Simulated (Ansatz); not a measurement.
Consider the following.

```
CELL_PARAMETERS angstrom
      0.00000     2.36041     2.39606
      2.36041     0.00000     2.39606
      2.36041     2.36041     0.00000
ATOMIC_POSITIONS crystal
  B  0.00000 0.00000 0.00000
  As 0.25000 0.25000 0.25000
```

These are r2SCAN with spin-orbit coupling, rigid bands (plane waves, PAW; Ansatz, a first-principles code) values and carry that method's errors. Condition of this run: biaxial stress in (001) of 3.2 GPa (compression positive) (the target of the relaxation). Cell: cell and atoms relaxed with PBEsol, then loaded as said.

**Question.** Predict the hole conductivity mass (n e² τ/σ) at 300 K, by direction if it differs.

**Answer.** 0.33 (x), 0.33 (y), 0.28 (z) mₑ.

**Question.** Predict the electron conductivity mass (n e² τ/σ) at 300 K, by direction if it differs.

**Answer.** 0.36 (x), 0.36 (y), 0.22 (z) mₑ.

**Question.** And the band gap?

**Answer.** 1.16 eV at this level; semilocal functionals usually fall short of the measured gap.

Rigid bands, one relaxation time for all states, no polarons. Geometry: cell and atoms relaxed with PBEsol.
